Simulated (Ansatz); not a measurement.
Base system: PtTe2 (space group P-3m1, No. 164; a = 4.053 Å, c = 5.097 Å; layered; relaxed with 0.1 eV smearing). Axes: x lies along a and z along c of the hexagonal cell.

The values are results of PBE-D3(BJ), PAW, 420 eV (Ansatz, a program for electronic structure; no spin-orbit coupling), not measurements.

Modification: every lattice vector is shortened by 2.12 %, atoms relaxed at fixed cell.

Question: Predict the stress tensor and what it implies for the stiffness.

Answer: Stress of the strained cell less that of the base (GPa, compression positive):
```
    6.6     0.0     0.0
    0.0     6.6     0.0
    0.0     0.0     4.7
```

Then B = −ΔP/(ΔV/V₀) with ΔV/V₀ = -0.0623 gives secant stiffness values (nonlinear terms included at this strain): B (at held cell shape, above the free-shape value) ≈ 96 GPa.

As a check, the harmonic strain energy −½ V₀ Δσ:ε is 29 meV/atom; the computed energy rise is 26 meV/atom.

Stability against distortions was not tested. All final runs are without spin polarisation.
